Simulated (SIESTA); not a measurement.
## SIESTA run on Si4Mg3O12H2 (P-1, 21 atoms in the cell): self-consistent single point

Method of the run: LDA PW92, numerical atomic orbitals DZP, PseudoDojo LDA standard norm-conserving potentials (rewritten from UPF to PSML) (SIESTA).

This input was run:

```
# files in the folder: Si.psml Mg.psml O.psml H.psml (PseudoDojo LDA standard)
SystemName  Mg3Si4(HO6)2
SystemLabel Mg3Si4(HO6)2

NumberOfAtoms                21
NumberOfSpecies              4
%block ChemicalSpeciesLabel
  1 14 Si
  2 12 Mg
  3 8 O
  4 1 H
%endblock ChemicalSpeciesLabel
LatticeConstant              5.341313 Ang
%block LatticeVectors
     1.000000000    0.000000000    0.000000000
     0.498638256    0.867012100    0.000000000
     0.269879522    0.014781010    1.767736135
%endblock LatticeVectors
AtomicCoordinatesFormat      Fractional
%block AtomicCoordinatesAndAtomicSpecies
     0.257320000    0.994820000    0.290930000  1
     0.742680000    0.005180000    0.709070000  1
     0.589970000    0.328260000    0.291080000  1
     0.410030000    0.671740000    0.708920000  1
     0.000000000    0.000000000    0.000000000  2
     0.333200000    0.333360000    0.999940000  2
     0.666800000    0.666640000    0.000060000  2
     0.635300000    0.331200000    0.117600000  3
     0.364700000    0.668800000    0.882400000  3
     0.970400000    0.665200000    0.112600000  3
     0.029600000    0.334800000    0.887400000  3
     0.303200000    0.997600000    0.117600000  3
     0.696800000    0.002400000    0.882400000  3
     0.908800000    0.142600000    0.348100000  3
     0.091200000    0.857400000    0.651900000  3
     0.390700000    0.178200000    0.349400000  3
     0.609300000    0.821800000    0.650600000  3
     0.427000000    0.660200000    0.348400000  3
     0.573000000    0.339800000    0.651600000  3
     0.950000000    0.662000000    0.203000000  4
     0.050000000    0.338000000    0.797000000  4
%endblock AtomicCoordinatesAndAtomicSpecies

XC.functional                LDA
XC.authors                   PW92
PAO.BasisSize                DZP
PAO.EnergyShift              0.005 Ry
MeshCutoff                   350 Ry
%block kgrid.MonkhorstPack
    4   0   0  0.0
    0   4   0  0.0
    0   0   2  0.0
%endblock kgrid.MonkhorstPack
OccupationFunction           FD
ElectronicTemperature        580.23 K

MaxSCFIterations             150
SCF.Mixer.Method             Pulay
SCF.Mixer.Weight             0.1
SCF.Mixer.History            6
SCF.DM.Tolerance             1.0E-04
Diag.ParallelOverK           true
WriteForces                  true
Charge.Mulliken              end
```

Log, with long lists cut:

```
reinit: Reading from file input.fdf

reinit: System Name: Mg3Si4(HO6)2
reinit: System Label: Mg3Si4(HO6)2

coor:   Atomic-coordinates input format  =     Fractional

siesta: Atomic coordinates (Bohr) and species
siesta:      8.39679   8.74936   5.19102  1        1
siesta:      9.45395   0.15112  12.65183  1        2
siesta:      8.40001   2.91613   5.19370  1        3
siesta:      9.45074   5.98436  12.64916  1        4
siesta:      0.00000   0.00000   0.00000  2        5
siesta:      7.76491   3.06651  17.84178  2        6
siesta:     10.08583   5.83397   0.00107  2        7
siesta:      8.39978   2.91597   2.09832  3        8
siesta:      9.45097   5.98451  15.74453  3        9
siesta:     13.44957   5.83816   2.00911  3       10
siesta:      4.40117   3.06233  15.83375  3       11
siesta:      8.40172   8.74783   2.09832  3       12
siesta:      9.44902   0.15265  15.74453  3       13
siesta:     10.83904   1.29987   6.21110  3       14
siesta:      7.01170   7.60062  11.63176  3       15
siesta:      5.79226   1.61161   6.23429  3       16
siesta:     12.05849   7.28888  11.60856  3       17
siesta:      8.58187   5.82958   6.21645  3       18
siesta:      9.26888   3.07090  11.62640  3       19
siesta:     13.47381   5.82364   3.62210  4       20
siesta:      4.37693   3.07684  14.22076  4       21

siesta: System type = bulk

initatomlists: Number of atoms, orbitals, and projectors:     21   245   262

siesta: ******************** Simulation parameters ****************************
redata: Spin configuration                          = none
redata: Time-Reversal Symmetry                      = T
redata: Number of Atomic Species                    =        4
redata: Mesh Cutoff                                 =   350.0000 Ry
redata: Net charge of the system                    =     0.0000 |e|
redata: Min. number of SCF Iter                     =        0
   [... lines left out ...]
diag: Parallel distribution                         =     1 x     1
diag: Used triangular part                          = Lower
diag: Absolute tolerance                            =  0.100E-15
diag: Orthogonalization factor                      =  0.100E-05
diag: Memory factor                                 =  1.0000

superc: Internal auxiliary supercell:     5 x     5 x     3  =      75
superc: Number of atoms, orbitals, and projectors:   1575  18375  19650

                        Single-point calculation

superc: Internal auxiliary supercell:     5 x     5 x     3  =      75
superc: Number of atoms, orbitals, and projectors:   1575  18375  19650

outcell: Unit cell vectors (Ang):
        5.341313    0.000000    0.000000
        2.663383    4.630983    0.000000
        1.441511    0.078950    9.442032

outcell: Cell vector modules (Ang)   :    5.341313    5.342248    9.551762
outcell: Cell angles (23,13,12) (deg):     85.2732     81.3200     60.0958
outcell: Cell volume (Ang**3)        :    233.5537
new_DM -- step:     1
Initializing Density Matrix...

Attempting to read DM from file... Failed...
DM filled with atomic data:

InitMesh: MESH = 54 x 54 x 108 = 314928
InitMesh: Mesh cutoff (required, used) =   350.000   361.592 Ry

stepf: Fermi-Dirac step function
        iscf     Eharris(eV)        E_KS(eV)     FreeEng(eV)     dDmax    Ef(eV) dHmax(eV)
   scf:    1   -10662.146122   -10726.551002   -10726.551002  1.635032 -7.426185  9.407800
   scf:    2   -10742.377486   -10734.832369   -10734.832369  0.106545 -4.732717  7.105572
   scf:    3   -10748.563909   -10745.342641   -10745.342641  0.315567 -5.924051  1.774866
   scf:    4   -10745.270979   -10745.365388   -10745.365388  0.038650 -6.218950  1.122596
   scf:    5   -10745.472543   -10745.429118   -10745.429118  0.016297 -6.600118  0.380700
   scf:    6   -10745.442888   -10745.438796   -10745.438796  0.005339 -6.818725  0.098827
   scf:    7   -10745.436030   -10745.438183   -10745.438183  0.008298 -6.896921  0.106526
   scf:    8   -10745.439952   -10745.439643   -10745.439643  0.002147 -6.895175  0.009447
   scf:    9   -10745.439702   -10745.439682   -10745.439682  0.001022 -6.894613  0.003238
   scf:   10   -10745.439683   -10745.439683   -10745.439683  0.000077 -6.895735  0.002780
   scf:   11   -10745.439685   -10745.439684   -10745.439684  0.000178 -6.896446  0.000626
   scf:   12   -10745.439684   -10745.439684   -10745.439684  0.000020 -6.896432  0.000542
SCF Convergence by DM+H criterion
max |DM_out - DM_in|         :     0.0000203407
max |H_out - H_in|      (eV) :     0.0005419028
SCF cycle converged after 12 iterations

Using DM_out to compute the final energy and forces

siesta: E_KS(eV) =           -10745.4397

siesta: E_KS - E_eggbox =    -10745.4397

siesta: Atomic forces (eV/Ang):
     1    0.001360   -0.009257   -0.129548
     2   -0.001360    0.009257    0.129548
     3    0.033027   -0.063444   -0.183679
   [... 18 lines left out ...]
   Tot   -0.000000   -0.000000    0.000000
   Max   10.089073
   Res    2.497259    sqrt( Sum f_i^2 / 3N )
   Max   10.089073    constrained

Stress tensor Voigt[x,y,z,yz,xz,xy] (kbar):       63.36       63.32      -58.46        0.29       -1.44       -0.64
(Free)E + p*V (eV/cell)   -10748.7547
Target enthalpy (eV/cell)   -10745.4397

siesta: Program's energy decomposition (eV):
siesta: Ebs     =     -2773.488258
siesta: Eions   =     14692.540321
siesta: Ena     =      1818.800863
siesta: Ekin    =      6672.153898
siesta: Enl     =     -2340.170037
siesta: Eso     =         0.000000
siesta: Edftu   =         0.000000
siesta: DEna    =       -24.926464
siesta: DUscf   =         9.112043
siesta: DUext   =         0.000000
siesta: Ex      =     -1968.823442
siesta: Ec      =      -219.046223
siesta: Exc     =     -2187.869665
siesta: Eharris =    -10745.439684
siesta: Etot    =    -10745.439684
siesta: FreeEng =    -10745.439684

siesta: Atomic forces (eV/Ang):
siesta:      1    0.001360   -0.009257   -0.129548
siesta:      2   -0.001360    0.009257    0.129548
siesta:      3    0.033027   -0.063444   -0.183679
siesta:      4   -0.033027    0.063444    0.183679
siesta:      5    0.000000   -0.000000   -0.000000
siesta:      6   -0.073097    0.055444   -0.018230
siesta:      7    0.073097   -0.055444    0.018230
siesta:      8   -0.023584    0.002409   -0.336656
siesta:      9    0.023584   -0.002409    0.336656
siesta:     10   -0.118567    0.068466  -10.089073
siesta:     11    0.118567   -0.068466   10.089073
siesta:     12    0.004073   -0.003387   -0.374758
siesta:     13   -0.004073    0.003387    0.374758
   [... lines left out ...]
siesta: Cell volume =        233.553663 Ang**3
siesta:         -22.74123174        -82.37370280  kBar
   [... lines left out ...]
Atom  Qatom  Qorb
               2s      2s      2py     2pz     2px     2py     2pz     2px
               3Pdxy   3Pdyz   3Pdz2   3Pdxz   3Pdx2-y2
   8  6.719   1.681   0.031   2.024   1.382   2.022  -0.279   0.117  -0.278
              0.002   0.004   0.007   0.004   0.002
   9  6.719   1.681   0.031   2.024   1.382   2.022  -0.279   0.117  -0.278
   [... 21 lines left out ...]

Species: H
Atom  Qatom  Qorb
               1s      1s      2Ppy    2Ppz    2Ppx
  20  1.138   0.573   0.358   0.075   0.057   0.075
  21  1.138   0.573   0.358   0.075   0.057   0.075

mulliken: Qtot =      120.000

Mulliken Atomic Populations:
Atom #   charge [q] valence [e]  Species
     1     0.210047    3.789953  Si
     2     0.210047    3.789953  Si
     3     0.214121    3.785879  Si
     4     0.214121    3.785879  Si
     5     1.317162    8.682838  Mg
     6     1.313901    8.686099  Mg
     7     1.313901    8.686099  Mg
     8    -0.719213    6.719213  O
     9    -0.719213    6.719213  O
    10    -0.481023    6.481023  O
    11    -0.481023    6.481023  O
    12    -0.718309    6.718309  O
    13    -0.718309    6.718309  O
    14    -0.113439    6.113439  O
    15    -0.113439    6.113439  O
    16    -0.110693    6.110693  O
    17    -0.110693    6.110693  O
    18    -0.115920    6.115920  O
    19    -0.115920    6.115920  O
    20    -0.138053    1.138053  H
    21    -0.138053    1.138053  H
 Total    -0.000000
```

The run converged in 12 iterations.

The starting cell comes from a database of published, mostly measured structures (it also holds non-ambient and calculated ones), without a prior relaxation at this level. Its lattice was rescaled by a random factor within 2.5 % of one. Values carry the incompleteness of an atom-centred basis. Forces in this geometry exceed 1 eV/Å.

Cost on one core of a shared machine: roughly 3 min.
